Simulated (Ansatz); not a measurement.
Take Os in the hcp (Mg type) structure (space group P6_3/mmc, No. 194) as the base.

Os is taken in the hexagonal space group P6₃/mmc (No. 194), the hcp (Mg type) structure, Pearson symbol hP2. Cell: a = b = 2.729 Å, c = 4.307 Å, α = β = 90.00°, γ = 120.00°. Os on 2d is surrounded by 12 Os at 2.668–2.729 Å (anticuboctahedral). (Neighbours: up to the widest gap in distance over summed covalent radii, below 1.35, at either atom.)

Method: PBEsol in Ansatz (plane waves to 420 eV, PAW, spin-orbit coupling left out), earlier PAW set.

One change was made to it. Results:

```csv
quantity,base,after
density,22.74 g/cm³,25.85 g/cm³
shortest interatomic distance,2.668 Å,2.561 Å
```

### Question
What was done to the base?
A. pressure 15 GPa
B. pressure 7 GPa
C. pressure 75 GPa
D. pressure 3 GPa

### Answer
C, pressure 75 GPa. For comparison, the density in the other runs: pressure 7 GPa gives 23.09 g/cm³; pressure 3 GPa gives 22.89 g/cm³; pressure 15 GPa gives 23.48 g/cm³.

Load acts through the strain it causes; cell and atoms are relaxed under it. Stability against distortions was not tested. No other phases were tried under pressure. The final runs are not spin-polarised.

Ansatz is a quantum-chemistry and plane-wave program.
